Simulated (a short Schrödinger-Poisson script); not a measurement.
System: symmetric double-gate stack, SiO2 on p-type Si(100), at 300 K.

| layer | material | thickness (nm) | Na (cm⁻³) |
|---|---|---|---|
| 1 | SiO2 | 2.6 | - |
| 2 | Si | 4 | 8e16 |
| 3 | SiO2 | 2.6 | - |

The device is made up for the run: typed textbook-type constants, with dimensions and the other settings drawn at random. SiO2: permittivity 3.9, conduction-band edge (eV) 3.15, gap (eV) 9, electron mass (mₑ) 0.5. Si: permittivity 11.7, conduction-band edge (eV) 0, gap (eV) 1.124, Nv at 300 K (cm⁻³) 3.1e19.

Channel valleys (confinement mass, in-plane density-of-states mass, number): Δ2 0.916, 0.19, 2; Δ4 0.19, 0.417, 4. At the gates, both at one voltage, the conduction-band edge of layer 1 lies 3.61 eV − eVg above the Fermi level of the channel. Gaps are held at their typed values at every temperature. Mesh 0.03 nm at interfaces.

Solved with a short Schrödinger-Poisson script written for these runs: 1D Poisson equation in equilibrium, electrons quantum, Hartree (BenDaniel-Duke, 12 states a valley, the channel's in-plane mass for all, wave functions free to enter the dielectric), parabolic valleys, classical holes, full ionisation, no traps, pinning or gate leakage.

The same stack at other levels of the model or other numerical settings:

```
run                                          sheet density of all electrons at Vg = 1.9 V (cm⁻²)  sheet density of all electrons at Vg = 0.7 V (cm⁻²)  capacitance of both gates at Vg = 1.9 V (μF/cm²)  rough cost against the base
-------------------------------------------  ---------------------------------------------------  ---------------------------------------------------  ------------------------------------------------  ---------------------------
base                                                                                     2.02e13                                              3.29e12                                              2.34                      about 1
electrons treated as classical, Boltzmann                                                2.26e13                                              4.08e12                                              2.56                         0.03
electrons treated as classical, Fermi-Dirac                                              2.20e13                                              4.02e12                                              2.46                         0.08
mesh six times as coarse                                                                 2.02e13                                              3.27e12                                              2.34                          0.3
one subband a valley                                                                     2.01e13                                              3.26e12                                              2.32                          0.3
```

The classical rows ignore confinement, and Boltzmann statistics overrate the density once the band edge passes the Fermi level.
